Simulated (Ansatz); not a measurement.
## W2N (model structure, started from the Cu2Sb type, P4/mmm, No. 123, 6 atoms in the cell): bulk modulus B0 by level of theory

No measured value is used here.

```tsv
level (code)	value (GPa)	cell (Å³/atom)
LDA (Ansatz)	383	11.90
PBE (Ansatz)	340	12.43
PBEsol (Ansatz)	367	12.10
r²SCAN (Ansatz)	362	12.25
```

The crystal itself was run without spin with LDA, PBE, PBEsol, r²SCAN; a magnetic state was not tried in these runs. Density-functional levels without +SOC have no spin–orbit coupling. LDA, PBE, PBEsol, r²SCAN: the run has no spin polarisation, so it can have missed a magnetic state. LDA, PBE, PBEsol, r²SCAN: the bulk modulus is −V dP/dV from two relaxed cells at ±2 % in volume. Each level is taken at its own relaxed cell. Cutoffs differ between the levels. Ansatz's density-functional and Hartree–Fock values are scalar-relativistic unless marked +SOC, with PAW data made under PBE.

A model structure was made by putting elements into a prototype or built by hand; it is no filed structure, need not be a known phase, and can be a saddle point held by its symmetry.

Ansatz is a program for electronic structure.
